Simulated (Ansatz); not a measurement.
Defect: interstitial O in polar orthorhombic HfO2, charge state -2. Method: PBE, PAW (plane waves to 420 eV; Ansatz, a first-principles code).

Cell of 96 host sites held at the relaxed PBE lattice; the Γ point alone; Fermi-Dirac width 0.01 eV, spin-restricted; finite-size errors left in. Energies are static. Spin-orbit coupling is left out. The host's phase is taken as given; its stability against other phases was not computed. The charge state is imposed; whether it is stable for some Fermi level was not computed. Sites that were not tried may lie lower.

Barriers: single points on a 2×2×2 k-point mesh shifted by half a step at the bands' geometries.

A. several atoms move together, O the farthest; the atom moves 1.87 Å along (-0.25, -0.23, 0.11) of the unit cell; the moving atom starts with neighbours 2 Hf at 2.09, Hf at 2.11; O at 2.33, O at 2.39, O at 2.44, O at 2.45, O at 2.61, O at 2.67 Å and ends with 2 Hf at 2.08, Hf at 2.19; O at 2.33, O at 2.37, O at 2.45, 2 O at 2.60 Å; saddle order not checked.
B. several atoms move together, O the farthest; the atom moves 1.53 Å along (0.25, -0.10, 0.12) of the unit cell; the moving atom starts with neighbours 2 Hf at 2.09, Hf at 2.11; O at 2.33, O at 2.39, O at 2.44, O at 2.45, O at 2.61, O at 2.67 Å and ends with 2 Hf at 2.08, Hf at 2.19; O at 2.33, O at 2.37, O at 2.45, 2 O at 2.60 Å; saddle order not checked.

Question: Rank these by forward barrier (lowest first), as PBE, PAW gives it.

Answer: B (0.48 eV), A (0.62 eV)
